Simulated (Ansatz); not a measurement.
# CsCl-type AuZn (cubic form, which distorts at low temperature)

All values below come from LDA in Ansatz (PAW).

Settings: plane-wave cutoff 520 eV, 16×16×16 k mesh, Fermi–Dirac smearing 0.1 eV, perturbation theory, force constants from a 4×4×4 q mesh, scalar-relativistic PAW data made under PBE.

Cell: relaxed at this level.

zone-centre TO phonon frequency: 148 cm⁻¹
zero-point energy: 0.020 eV/atom

Note: symmetry holds this phase in the static calculation, where it need not be a minimum.

Spin–orbit coupling is not included; it can shift volumes and moduli of such heavy elements.

Ansatz is a first-principles code.
